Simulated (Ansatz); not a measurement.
Data:

```xyz
3
Lattice="3.0606 0.0000 0.0000 -1.5303 2.7325 0.0000 0.0000 0.0000 3.5062" Properties=species:S:1:pos:R:3 pbc="T T T"
Zr     0.0000     0.0000     0.0000
B      1.5303     0.9120     1.7531
B      0.0000     1.8205     1.7531
```

No spin polarisation.

The values are results of PBEsol in Ansatz (plane waves to 420 eV, PAW, spin-orbit coupling left out), not measurements. Settings: 21×21×17 k-points, 0.1 eV Fermi–Dirac smearing.

### Question
What is the computed space group?

### Answer
Cmmm (No. 65).

### Question
What is the computed stress (xx, yy, zz, yz, xz, xy; compression positive)?

### Answer
(19.3, 1.8, 4.3, 0.0, 0.0, 0.0) GPa.

The cells carry an imposed strain or load. No phonon test of stability was made. The final runs are not spin-polarised. The cell was made from ZrB₂ (space group P6/mmm, No. 191) by this change: uniaxial strain ε_xx = −3.00 %.

Ansatz is a program for electronic structure.
